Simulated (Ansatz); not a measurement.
# What Te → Sb does to TiTe2

Consider TiTe2 in the CdI2 type structure (space group P-3m1, No. 164; a = 3.618 Å, c = 6.225 Å; layered, stacked along the Cartesian z axis).

Perturbation: full substitution Te → Sb; the structure is relaxed again.

Level of theory: Ansatz (a program for electronic structure) PBEsol-D3(BJ), no spin-orbit coupling. k-mesh 16×16×7 (Γ-centred); smearing 0.05 eV (Fermi–Dirac), for the changed cell.

| quantity | base | changed | shift |
|---|---|---|---|
| volume per atom | 23.52 Å³ | 20.84 Å³ | -2.674 Å³ |
| lattice parameter a | 361.8 pm | 332.8 pm | -29.0 pm |
| c/a ratio | 1.721 | 1.960 | +0.239 |
| band gap | zero | zero | – |

No phonon test of stability was made. As relaxed here, TiSb2 is a hypothetical phase, not in the database extracts checked. All final runs are without spin polarisation. TiSb2 has a high density of states at the Fermi level and may be magnetic at this level.
